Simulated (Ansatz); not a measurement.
System: cubic perovskite CsPbBr3 (cubic high-temperature phase). Method: RPBE (PAW; Ansatz, an electronic-structure program).

Run with plane-wave cutoff 520 eV, 6×6×6 k mesh, Fermi–Dirac smearing 0.01 eV, scalar-relativistic PAW data made under PBE.

Pressure at four volumes; x = ln(V/46.212 Å³). One pressure is withheld.

| V (Å³/atom) | x | P (GPa) |
|---|---|---|
| 43.439 | -0.0619 | 1.103 |
| 46.212 | 0.0000 | 0.000 |
| 48.060 | 0.0392 | -0.554 |
| 48.984 | 0.0583 | ? |

Q: Pass a parabola P(x) through the three rows shown, estimate the bulk modulus and its pressure derivative near zero pressure, and predict the withheld pressure.

A: Slopes between the rows: (0.000 − (1.103))/(0.0000 − (-0.0619)) = -17.82 and (-0.554 − (0.000))/(0.0392 − (0.0000)) = -14.13 GPa. Their difference over the span 0.1011 is c = 3.69/0.1011 = 36.5 GPa, so P(x) = 1.103 + (-17.82)(x − (-0.0619)) + 36.5 (x − (-0.0619))(x − (0.0000)). At the middle row B = −dP/dx = −[-17.82 + 36.5 × 0.0619] = 15.6 GPa, and B′ = dB/dP = 2c/B = 4.7. At x = 0.0583 the parabola gives -0.783 GPa; the run gives -0.787 GPa. The Birch–Murnaghan fit to the energies at all volumes has B0 = 15.5 GPa and B′ = 4.6.

Note: the cell is over a tenth larger than the published one: the level's own overestimate first of all, though another phase or state, or a fault of the published cell, is possible; the relaxation could not lower the start's symmetry, so the cell can be a saddle point above a distorted one.

Spin–orbit coupling is not included; it can shift volumes and moduli of such heavy elements.
